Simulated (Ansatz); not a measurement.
Consider GaN in the wurtzite structure (space group P6_3mc, No. 186; a = 3.183 Å, c = 5.186 Å).

All numbers come from plane-wave PAW DFT at the PBEsol level (Ansatz, an electronic-structure program, 420 eV), no SOC, earlier PAW set.

Before the change:

The shortest interatomic distance is 1.946 Å, the electron mass is 0.16 mₑ along c, 0.17 mₑ across (at Γ) and the band gap comes out as 1.88 eV.

Now apply this change: a hydrostatic pressure of 60 GPa.

How does this affect the shortest interatomic distance, electron mass and band gap?

The shortest interatomic distance drops by 0.1274 Å (1.946 Å → 1.818 Å); the electron mass becomes 0.24 mₑ along k, 0.28 mₑ across (at Γ) (base: 0.16 mₑ along c, 0.17 mₑ across (at Γ)); the band gap rises by 1.32 eV, from 1.88 eV to 3.20 eV.

Load acts through the strain it causes; cell and atoms are relaxed under it. Masses are band curvatures over ±0.01 Å⁻¹ around the edge. Along k means along the line from Γ to the band edge. No phonon test of stability was made. Measured, GaN leaves this structure (for rock salt) near 47 GPa (temperature not stated; as listed in Datta, Sujoy, Jana, Debnarayan, arXiv (2020)), on rising pressure, with hysteresis.
